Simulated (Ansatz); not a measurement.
Reference: BN (Fmm2), PBEsol+D3BJ, rigid bands (plane waves, PAW, scalar-relativistic; Ansatz, a quantum-chemistry and plane-wave program); axes and stresses refer to this cell.

```xyz
2
Lattice="0.0000 3.2389 2.1630 1.2510 0.0000 2.1630 1.2510 3.2389 0.0000" Properties=species:S:1:pos:R:3 pbc="T T T"
B      1.2510     3.2389     0.0006
N      1.2510     3.2389     2.8835
```

- electron mass along x: 2.4 mₑ
- electron conductivity mass: 0.47 mₑ
- Seebeck coefficient, p-type 1e19 cm⁻³: 359 μV/K

Question: Change: functional r2SCAN on the same cell. What happens to electron mass along x, electron conductivity mass, Seebeck coefficient, p-type 1e19 cm⁻³?

Answer: electron mass along x drops to 2.2 mₑ; electron conductivity mass moves little, to 0.46 mₑ; Seebeck coefficient, p-type 1e19 cm⁻³ moves little, to 359 μV/K.

Masses are for dilute carriers at 300 K, harmonic means over directions unless an axis is named. Seebeck coefficients are for the stated density at 300 K, with one relaxation time for all states and whether or not that doping can be reached. Spin-orbit coupling is left out unless a row names it. 

Computed structure with no diffraction record at hand here (it may be known, metastable or hypothetical): BN (Fmm2). PBEsol with a dispersion correction tends to overbind, so the cell can be several per cent short, in bad cases over ten, which usually narrows a gap: BN (Fmm2).
